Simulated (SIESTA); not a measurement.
# SIESTA run on TiSi2 (Fddd, 6 atoms in the cell): self-consistent single point

Level of theory: GGA PBE, numerical atomic orbitals TZP, PseudoDojo PBE standard norm-conserving potentials (rewritten from UPF to PSML) (SIESTA).

The input file:

```
# files in the folder: Ti.psml Si.psml (PseudoDojo PBE standard)
SystemName  TiSi2
SystemLabel TiSi2

NumberOfAtoms                6
NumberOfSpecies              2
%block ChemicalSpeciesLabel
  1 22 Ti
  2 14 Si
%endblock ChemicalSpeciesLabel
LatticeConstant              1.0 Bohr
%block LatticeVectors
     0.000000000    7.804319451    8.079881204
     4.529066919    0.000000000    8.079881204
     4.529066919    7.804319451    0.000000000
%endblock LatticeVectors
AtomicCoordinatesFormat      Fractional
%block AtomicCoordinatesAndAtomicSpecies
     0.500000000    0.500000000    0.500000000  1
     0.750000000    0.750000000    0.750000000  1
     0.837430000    0.162570000    0.837430000  2
     0.162570000    0.837430000    0.162570000  2
     0.412570000    0.087430000    0.412570000  2
     0.087430000    0.412570000    0.087430000  2
%endblock AtomicCoordinatesAndAtomicSpecies

XC.functional                GGA
XC.authors                   PBE
PAO.BasisSize                TZP
PAO.EnergyShift              0.01 Ry
MeshCutoff                   300 Ry
%block kgrid.MonkhorstPack
    4   0   0  0.0
    0   4   0  0.0
    0   0   4  0.0
%endblock kgrid.MonkhorstPack
OccupationFunction           MP
OccupationMPOrder            0
ElectronicTemperature        100.0 meV

MaxSCFIterations             150
SCF.Mixer.Method             Broyden
SCF.Mixer.Weight             0.2
SCF.Mixer.History            8
SCF.DM.Tolerance             1.0E-05
Diag.ParallelOverK           true
WriteForces                  true
```

Log, with long lists cut:

```
reinit: Reading from file input.fdf

reinit: System Name: TiSi2
reinit: System Label: TiSi2

coor:   Atomic-coordinates input format  =     Fractional

siesta: Atomic coordinates (Bohr) and species
siesta:      4.52907   7.80432   8.07988  1        1
siesta:      6.79360  11.70648  12.11982  1        2
siesta:      4.52907  13.07114   8.07988  2        3
siesta:      4.52907   2.53750   8.07988  2        4
siesta:      2.26453   6.43966   4.03994  2        5
siesta:      2.26453   1.36466   4.03994  2        6

siesta: System type = bulk

initatomlists: Number of atoms, orbitals, and projectors:      6   118   108

siesta: ******************** Simulation parameters ****************************
redata: Spin configuration                          = none
redata: Time-Reversal Symmetry                      = T
redata: Number of Atomic Species                    =        2
redata: Mesh Cutoff                                 =   300.0000 Ry
redata: Net charge of the system                    =     0.0000 |e|
redata: Min. number of SCF Iter                     =        0
redata: Max. number of SCF Iter                     =      150
redata: SCF convergence failure will abort job
redata: SCF mix quantity                            = Hamiltonian
redata: Mix DM or H after convergence               =   F
redata: Recompute H after scf cycle                 =   F
redata: Mix DM in first SCF step                    =   T
redata: No kicks to SCF
redata: DM Mixing Weight for Kicks                  =     0.5000
redata: Require Harris convergence for SCF          =   F
redata: Harris energy tolerance for SCF             =     0.000100 eV
redata: Require DM convergence for SCF              =   T
redata: DM tolerance for SCF                        =     0.000010
redata: Require EDM convergence for SCF             =   F
redata: EDM tolerance for SCF                       =     0.001000 eV
redata: Require H convergence for SCF               =   T
redata: Hamiltonian tolerance for SCF               =     0.001000 eV
redata: Require (free) Energy convergence for SCF   =   F
redata: (free) Energy tolerance for SCF             =     0.000100 eV
redata: Using DFT-D3 dispersion                     =   F
redata: Using Saved Data (generic)                  =   F
redata: Method of Calculation                       = Diagonalization
redata: Electronic Temperature                      =  1160.4518 K
redata: Number of TDED substeps                     =        3
redata: Dynamics option                             = Single-point calculation
redata: Save all siesta data in one NC              =   F
redata: ***********************************************************************

%block SCF.Mixers
  Broyden
%endblock SCF.Mixers

%block SCF.Mixer.Broyden
  # Mixing method
  method broyden

  # Mixing options
  weight 0.2000
  weight.linear 0.2000
  weight.prime 0.2000
  history 8
%endblock SCF.Mixer.Broyden

DM_history_depth set to one: no extrapolation allowed by default for geometry relaxation
Size of DM history Fstack: 1
Total number of electrons:    40.000000
Total ionic charge:    40.000000

* ProcessorY, Blocksize:    1  64

* Orbital distribution balance (max,min):   118   118

k-point displ. along   1 input, could be:     0.00    0.50
k-point displ. along   2 input, could be:     0.00    0.50
k-point displ. along   3 input, could be:     0.00    0.50
 Kpoints in:           48 . Kpoints trimmed:           44

siesta: k-grid: Number of k-points = 44
siesta: k-points from Monkhorst-Pack grid
siesta: k-cutoff (effective) =     9.550 Ang
siesta: k-point supercell and displacements
siesta: k-grid:     4     0     0      0.000
siesta: k-grid:     0     4     0      0.000
siesta: k-grid:     0     0     4      0.000

diag: Algorithm                                     = D&C
diag: Parallel over k                               =   F
diag: Use parallel 2D distribution                  =   F
diag: Parallel block-size                           = 64
diag: Parallel distribution                         =     1 x     1
diag: Used triangular part                          = Lower
diag: Absolute tolerance                            =  0.100E-15
diag: Orthogonalization factor                      =  0.100E-05
diag: Memory factor                                 =  1.0000

superc: Internal auxiliary supercell:     5 x     5 x     5  =     125
superc: Number of atoms, orbitals, and projectors:    750  14750  13500

                        Single-point calculation

superc: Internal auxiliary supercell:     5 x     5 x     5  =     125
superc: Number of atoms, orbitals, and projectors:    750  14750  13500

outcell: Unit cell vectors (Ang):
        0.000000    4.129868    4.275689
        2.396679    0.000000    4.275689
        2.396679    4.129868    0.000000

outcell: Cell vector modules (Ang)   :    5.944521    4.901590    4.774922
outcell: Cell angles (23,13,12) (deg):     75.7931     53.0669     51.1400
outcell: Cell volume (Ang**3)        :     84.6413
new_DM -- step:     1
Initializing Density Matrix...

Attempting to read DM from file... Failed...
DM filled with atomic data:

InitMesh: MESH = 48 x 48 x 48 = 110592
InitMesh: Mesh cutoff (required, used) =   300.000   348.315 Ry

stepf: Methfessel-Paxton step function
       Using Hermite-Gauss polynomials of order  0

        iscf     Eharris(eV)        E_KS(eV)     FreeEng(eV)     dDmax    Ef(eV) dHmax(eV)
   scf:    1    -3655.960052    -3689.327083    -3689.332493  1.744650 -4.732144  7.988823
   scf:    2    -3693.685510    -3692.447014    -3692.454633  0.114909 -5.231021  1.626439
   scf:    3    -3692.731322    -3692.611329    -3692.619387  0.033233 -5.341198  0.524664
   scf:    4    -3692.755833    -3692.698540    -3692.707046  0.040597 -5.406835  0.207225
   scf:    5    -3692.677981    -3692.694534    -3692.703300  0.014770 -5.458217  0.350892
   scf:    6    -3692.701478    -3692.702257    -3692.710898  0.006601 -5.424448  0.061370
   scf:    7    -3692.701646    -3692.702273    -3692.710949  0.002081 -5.434264  0.052921
   scf:    8    -3692.702529    -3692.702474    -3692.711134  0.000728 -5.430195  0.000640
   scf:    9    -3692.702473    -3692.702474    -3692.711134  0.000061 -5.430380  0.000777
   scf:   10    -3692.702473    -3692.702474    -3692.711134  0.000023 -5.430343  0.000162
   scf:   11    -3692.702473    -3692.702473    -3692.711134  0.000011 -5.430359  0.000096
   scf:   12    -3692.702473    -3692.702473    -3692.711134  0.000007 -5.430367  0.000073

SCF Convergence by DM+H criterion
max |DM_out - DM_in|         :     0.0000073445
max |H_out - H_in|      (eV) :     0.0000725957
SCF cycle converged after 12 iterations

Using DM_out to compute the final energy and forces

siesta: E_KS(eV) =            -3692.7025

siesta: E_KS - E_eggbox =     -3692.7025

siesta: Atomic forces (eV/Ang):
     1   -0.000073    0.000266    0.000213
     2    0.000073   -0.000266   -0.000213
     3   -0.000143   -0.150001   -0.000150
     4    0.000065    0.149996   -0.000022
     5    0.000143    0.150001    0.000150
     6   -0.000065   -0.149996    0.000022
   Tot    0.000000   -0.000000    0.000000
   Max    0.150001
   Res    0.070710    sqrt( Sum f_i^2 / 3N )
   Max    0.150001    constrained

Stress tensor Voigt[x,y,z,yz,xz,xy] (kbar):       -7.07       -5.06        6.60       -0.08       -0.02       -0.02
(Free)E + p*V (eV/cell)    -3692.6137
Target enthalpy (eV/cell)    -3692.7111

siesta: Program's energy decomposition (eV):
siesta: Ebs     =      -940.090674
siesta: Eions   =      5593.518745
siesta: Ena     =       947.125973
siesta: Ekin    =      1459.789102
siesta: Enl     =        87.772227
siesta: Eso     =         0.000000
siesta: Edftu   =         0.000000
siesta: DEna    =        55.089703
siesta: DUscf   =         1.306649
siesta: DUext   =         0.000000
siesta: Ex      =      -593.748398
siesta: Ec      =       -56.518984
siesta: Exc     =      -650.267383
siesta: Eharris =     -3692.702473
siesta: Etot    =     -3692.702473
siesta: FreeEng =     -3692.711134

siesta: Atomic forces (eV/Ang):
siesta:      1   -0.000073    0.000266    0.000213
siesta:      2    0.000073   -0.000266   -0.000213
siesta:      3   -0.000143   -0.150001   -0.000150
siesta:      4    0.000065    0.149996   -0.000022
siesta:      5    0.000143    0.150001    0.000150
siesta:      6   -0.000065   -0.149996    0.000022
siesta: ----------------------------------------
siesta:    Tot    0.000000   -0.000000    0.000000

siesta: Stress tensor (static) (eV/Ang**3):
siesta:    -0.004414   -0.000012   -0.000012
siesta:    -0.000012   -0.003158   -0.000053
siesta:    -0.000012   -0.000053    0.004117

siesta: Cell volume =         84.641265 Ang**3

siesta: Pressure (static):
siesta:                Solid            Molecule  Units
siesta:           0.00001254          0.00003119  Ry/Bohr**3
siesta:           0.00115150          0.00286331  eV/Ang**3
siesta:           1.84489937          4.58752979  kBar
```

The run converged in 12 iterations.

The starting cell comes from a database of computed structures (which also holds hypothetical and non-ambient phases and stackings), without a prior relaxation at this level. Its lattice was rescaled by up to half a per cent. Spin polarisation is off. Values carry the incompleteness of an atom-centred basis.

Cost on one core of a shared machine: roughly 2 min.
